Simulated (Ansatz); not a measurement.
SnTe, response to strain

Take SnTe in the rock salt structure (space group Fm-3m, No. 225) as the base.

```yaml
crystal:
  lattice:
    - [0.00000, 3.14456, 3.14456]
    - [3.14456, 0.00000, 3.14456]
    - [3.14456, 3.14456, 0.00000]
  atoms:
    - { symbol: Sn, position: [0.00000, 0.00000, 0.00000] }
    - { symbol: Te, position: [0.50000, 0.50000, 0.50000] }
```

Cartesian axes are those of the cell as printed.

Strains are applied to the cell and any free atomic positions relax; under biaxial strain the out-of-plane vector relaxes too.

Calculations: PBEsol (Ansatz, an electronic-structure program; PAW; 420 eV plane waves; no SOC).

Notes on the quantities. pressure: mean of the normal stresses, compression positive; energy relative to the base: free energy F.

```csv
case,pressure,volume per atom,energy relative to the base
base,0.0 GPa,31.09 Å³,0 meV/atom
"biaxial strain −3.00 %, plane normal [001], relaxed out of plane",3.3 GPa,29.29 Å³,+27 meV/atom
"biaxial strain −2.50 %, plane normal [001], relaxed out of plane",2.7 GPa,29.58 Å³,+18 meV/atom
"biaxial strain +3.00 %, plane normal [001], relaxed out of plane",-2.3 GPa,32.95 Å³,+22 meV/atom
```

Stability against distortions was not tested. The final runs are not spin-polarised.
